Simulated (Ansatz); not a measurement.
System: CsCl-type AuZn (cubic form, which distorts at low temperature). Method: PBE+SOC in Ansatz (plane waves, PAW).

Numerical settings: plane-wave cutoff 520 eV, 18×18×18 k mesh, Fermi–Dirac smearing 0.05 eV, PAW data made under PBE.

Cell (relaxed at this level):

AuZn is modelled in the cubic space group Pm-3m (No. 221), the CsCl type structure, Pearson symbol cP2. Conventional cell: a = b = c = 3.180 Å, α = β = γ = 90.00°. Zn on 1b is surrounded by 8 Au at 2.754 Å and 6 Zn at 3.180 Å. Au on 1a is surrounded by 8 Zn at 2.754 Å and 6 Au at 3.180 Å. (Neighbours: up to the widest gap in distance over summed covalent radii, below 1.35, at either atom.)

Q: What does this level give for the bulk modulus B0 and pressure derivative B′ of the bulk modulus?

A: 
* **bulk modulus B0**: 120 GPa
* **pressure derivative B′ of the bulk modulus**: 5.5

The run finds no gap.

Measured, for comparison: bulk modulus 131 GPa (temperature not stated, no zero-point or thermal correction; as tabulated in Nepal et al. (2020), arXiv:2007.11150). Computed (rounded) less measured: bulk modulus -8 %.

Note: symmetry holds this phase in the static calculation, where it need not be a minimum.

Computed values are for the static lattice.

Ansatz is a quantum-chemistry and plane-wave program.
